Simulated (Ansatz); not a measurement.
CsCl-type TiCo, treated with r²SCAN+rVV10 (plane waves, PAW; Ansatz, an electronic-structure program).

Numerical settings: plane-wave cutoff 560 eV, 18×18×18 k mesh, Fermi–Dirac smearing 0.05 eV, no spin polarisation, scalar-relativistic PAW data made under PBE.

Cell (relaxed at this level):

```
CELL_PARAMETERS angstrom
      2.94271     0.00000     0.00000
      0.00000     2.94271     0.00000
      0.00000     0.00000     2.94271
ATOMIC_POSITIONS crystal
  Ti 0.00000 0.00000 0.00000
  Co 0.50000 0.50000 0.50000
```

Q: Predict the bulk modulus B0 and pressure derivative B′ of the bulk modulus.

A: 
bulk modulus B0: 198 GPa
pressure derivative B′ of the bulk modulus: 4.1

The run finds no gap.

Measured, for comparison: bulk modulus 154 GPa (room temperature, not corrected to a static lattice; as tabulated in Yamada et al. (2019), arXiv:1910.09660). Computed (rounded) less measured: bulk modulus +29 %.
